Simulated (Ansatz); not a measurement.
Reference: BP (F-43m), r2SCAN with spin-orbit coupling, rigid bands (plane waves, PAW; Ansatz, an electronic-structure program); axes and stresses refer to this cell.

```
CELL_PARAMETERS angstrom
      0.00000     2.26008     2.26008
      2.26008     0.00000     2.26008
      2.26008     2.26008     0.00000
ATOMIC_POSITIONS crystal
  B  0.00000 0.00000 0.00000
  P  0.25000 0.25000 0.25000
```

* **electron conductivity mass**: 0.32 mₑ
* **hole conductivity mass**: 0.40 mₑ
* **Seebeck coefficient, p-type 1e19 cm⁻³**: 318 μV/K

Q: After one change the values are electron conductivity mass 0.32 mₑ; hole conductivity mass 0.30 mₑ; Seebeck coefficient, p-type 1e19 cm⁻³ 205 μV/K. Name the change that produced these shifts.
A. uniaxial stress along [001] of -28 GPa (compression positive)
B. biaxial stress in (110) of -8 GPa (compression positive)
C. biaxial stress in (110) of 8 GPa (compression positive)
D. uniaxial stress along [110] of -4 GPa (compression positive)

A: B, biaxial stress in (110) of -8 GPa (compression positive)

Masses are for dilute carriers at 300 K, harmonic means over directions unless an axis is named. Seebeck coefficients are for the stated density at 300 K, with one relaxation time for all states and whether or not that doping can be reached. Stresses and pressures are the targets of the relaxation.  The structure type is held under load, also where the real crystal would transform.
